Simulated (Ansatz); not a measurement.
Take Pt in the fcc (Cu type) structure (space group Fm-3m, No. 225; a = 3.920 Å; relaxed with 0.1 eV smearing) as the base. Axes: x, y, z lie along the cube axes.

All numbers come from Ansatz (a program for electronic structure), PBEsol, PAW, cutoff 420 eV, no SOC.

Strains are applied to the cell and any free atomic positions relax; under biaxial strain the out-of-plane vector relaxes too.

One change was made to it. Results:

The energy rises by 0.6 meV/atom; the shortest interatomic distance shrinks by 0.005 Å, from 2.772 Å to 2.767 Å; the pressure (mean of the normal stresses, compression positive) goes from zero to -1.0 GPa.

**Question.** What was done to the base?
A) biaxial strain +2.08 %, plane normal [111], relaxed out of plane
B) biaxial strain +0.42 %, plane normal [111], relaxed out of plane
C) biaxial strain −1.67 %, plane normal [111], relaxed out of plane
D) biaxial strain +1.67 %, plane normal [111], relaxed out of plane

**Answer.** B, biaxial strain +0.42 %, plane normal [111], relaxed out of plane. For comparison, the energy relative to the base in the other runs: biaxial strain −1.67 %, plane normal [111], relaxed out of plane gives +11 meV/atom; biaxial strain +1.67 %, plane normal [111], relaxed out of plane gives +9.1 meV/atom; biaxial strain +2.08 %, plane normal [111], relaxed out of plane gives +14 meV/atom.

Stability against distortions was not tested. The final runs are not spin-polarised.
